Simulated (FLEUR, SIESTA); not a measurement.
A SIESTA input for a self-consistent single point of Mo (Im-3m, 1 atom in the cell) (DFT, GGA PBE, numerical atomic orbitals DZP, PseudoDojo PBE standard norm-conserving potentials (rewritten from UPF to PSML)):

```
# files in the folder: Mo.psml (PseudoDojo PBE standard)
SystemName  Mo
SystemLabel mo

NumberOfAtoms                1
NumberOfSpecies              1
%block ChemicalSpeciesLabel
  1 42 Mo
%endblock ChemicalSpeciesLabel
LatticeConstant              1.0 Ang
%block LatticeVectors
    -1.557836000    1.557836000    1.557836000
     1.557836000   -1.557836000    1.557836000
     1.557836000    1.557836000   -1.557836000
%endblock LatticeVectors
AtomicCoordinatesFormat      ScaledCartesian
%block AtomicCoordinatesAndAtomicSpecies
     0.000000000    0.000000000    0.000000000  1
%endblock AtomicCoordinatesAndAtomicSpecies

XC.functional                GGA
XC.authors                   PBE
PAO.BasisSize                DZP
PAO.EnergyShift              0.005 Ry
MeshCutoff                   350 Ry
%block kgrid.MonkhorstPack
   10   0   0  0.0
    0  10   0  0.0
    0   0  10  0.0
%endblock kgrid.MonkhorstPack
OccupationFunction           MP
OccupationMPOrder            0
ElectronicTemperature        580.23 K

MaxSCFIterations             150
SCF.Mixer.Method             Pulay
SCF.Mixer.Weight             0.1
SCF.Mixer.History            6
SCF.DM.Tolerance             1.0E-04
Diag.ParallelOverK           true
WriteForces                  true
```

Give the FLEUR input for the same structure, mesh, smearing and functional.

One input that does it (others would too):

Input of the input generator:

```
Mo
&input film=f /
-2.9438833871 2.9438833871 2.9438833871
2.9438833871 -2.9438833871 2.9438833871
2.9438833871 2.9438833871 -2.9438833871
1.0
1.0 1.0 1.0

1
42 0.0000000000 0.0000000000 0.0000000000

&comp jspins=1 /
&kpt div1=10 div2=10 div3=10 gamma=t /
&end /
```

```xml
<?xml version="1.0" encoding="UTF-8" standalone="no"?>
<fleurInput fleurInputVersion="0.39">
   <comment>
      Mo                                                                                                  
   </comment>
   <calculationSetup>
      <cutoffs Kmax="4.2" Gmax="16.8" GmaxXC="16.8" numbands="0"/>
      <scfLoop itmax="60" minDistance="0.00001" maxIterBroyd="15" imix="Anderson" alpha="0.05" precondParam="0.0" spinf="2.0"/>
      <coreElectrons ctail="T" frcor="F" kcrel="0" coretail_lmax="0"/>
      <xcFunctional name="pbe" relativisticCorrections="F"/>
      <magnetism jspins="1"/>
      <soc l_soc="F" theta="0.0" phi="0.0" spav="F"/>
      <expertModes spex="0" secvar="F"/>
      <geometryOptimization l_f="T" forcealpha="1.0" forcemix="BFGS" epsdisp="0.00001" epsforce="0.00001"/>
      <ldaU l_linMix="F" mixParam="0.05" spinf="1.0"/>
   </calculationSetup>
   <cell>
      <bzIntegration valenceElectrons="14.0" mode="gauss" fermiSmearingEnergy="0.00183747">
         <kPointListSelection listName="default-1"/>
         <!-- k-points included here -->
         <xi:include xmlns:xi="http://www.w3.org/2001/XInclude" href="kpts.xml"> </xi:include>
      </bzIntegration>
      <!-- symmetry operations included here -->
      <xi:include xmlns:xi="http://www.w3.org/2001/XInclude" href="sym.xml"> </xi:include>
      <bulkLattice scale="1.0">
         <bravaisMatrix>
            <row-1>   -2.9438833871000001     2.9438833871000001     2.9438833871000001</row-1>
            <row-2>    2.9438833871000001    -2.9438833871000001     2.9438833871000001</row-2>
            <row-3>    2.9438833871000001     2.9438833871000001    -2.9438833871000001</row-3>
         </bravaisMatrix>
      </bulkLattice>
   </cell>
   <atomSpecies>
      <species name="Molybdenum (Mo)" element="Mo" atomicNumber="42">
         <mtSphere radius="2.39" gridPoints="823" logIncrement="0.015"/>
         <atomicCutoffs lmax="10" lnonsphr="8"/>
         <electronConfig flipSpins="F">
            <coreConfig>(1s1/2) (2s1/2) (2p1/2) (2p3/2) (3s1/2) (3p1/2) (3p3/2) (3d3/2) (3d5/2)</coreConfig>
            <valenceConfig>(4s1/2) (4p1/2) (4p3/2) (5s1/2) (4d3/2) (4d5/2)</valenceConfig>
            <stateOccupation state="(5s1/2)" spinUp="0.5" spinDown="0.5"/>
            <stateOccupation state="(4d3/2)" spinUp="1.0" spinDown="1.0"/>
            <stateOccupation state="(4d5/2)" spinUp="1.5" spinDown="1.5"/>
         </electronConfig>
         <energyParameters s="5" p="5" d="4" f="4"/>
         <lo type="SCLO" l="0" n="4" eDeriv="0"/>
         <lo type="SCLO" l="1" n="4" eDeriv="0"/>
      </species>
   </atomSpecies>
   <atomGroups>
      <atomGroup species="Molybdenum (Mo)">
         <relPos label="                   1">.0000000000 .0000000000 .0000000000</relPos>
         <force calculate="T" relaxXYZ="TTT"/>
      </atomGroup>
   </atomGroups>
   <output dos="F" band="F" slice="F">
      <checks vchk="F" cdinf="F"/>
      <bandDOS minEnergy="-.5*Htr" maxEnergy="0.5*Htr" sigma="0.015" storeEVData="T"/>
      <vacuumDOS vacdos="F" integ="F" star="F" nstars="0" locx1="0.0" locy1="0.0" locx2="0.0" locy2="0.0" nstm="0" tworkf="0.0"/>
      <unfoldingBand unfoldBand="F" supercellX="1" supercellY="1" supercellZ="1"/>
      <plotting iplot="0" polar="F">
         <plot TwoD="T" vec1="  1.0  0.0  0.0" vec2="  0.0  1.0  0.0" vec3="  0.0  0.0  1.0" zero="  0.0  0.0  0.0" file="plot"/>
      </plotting>
      <chargeDensitySlicing numkpt="0" minEigenval="0.0" maxEigenval="0.0" nnne="0" pallst="F"/>
      <specialOutput eonly="F"/>
      <magneticCircularDichroism mcd="F" energyLo="-10.0" energyUp="0.0"/>
   </output>
  <!-- We include the file relax.xml here to enable relaxations (see documentation) -->
  <xi:include xmlns:xi="http://www.w3.org/2001/XInclude" href="relax.xml"> <xi:fallback/> </xi:include>
</fleurInput>
```

Basis, cutoffs, solver keys and any potentials are the target program's own. This input uses DFT, PBE, all-electron FLAPW (FLEUR), scalar-relativistic valence.

The starting cell comes from a database of computed structures (which also holds hypothetical and non-ambient phases and stackings), without a prior relaxation at this level. Its lattice was rescaled by a random factor within 2.5 % of one.
